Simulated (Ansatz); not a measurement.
Results of PBE0-D3(BJ) (PAW; Ansatz, a quantum-chemistry and plane-wave program) for rock-salt NaH.

Settings: plane-wave cutoff 460 eV, 10×10×10 k mesh, Fermi–Dirac smearing 0.01 eV, scalar-relativistic PAW data made under PBE.

Computed at the level's own relaxed cell.

```
CELL_PARAMETERS angstrom
      0.00000     2.34077     2.34077
      2.34077     0.00000     2.34077
      2.34077     2.34077     0.00000
ATOMIC_POSITIONS crystal
  Na 0.00000 0.00000 0.00000
  H  0.50000 0.50000 0.50000
```

Q: List the 5 lowest band energies at Γ above −25 eV (eV, relative to the valence band maximum), grouping those that round alike.

A: At Γ: -24.18 (×3), -4.30, 13.68.

Note: the run warned that its exchange threshold was loose for the stress.
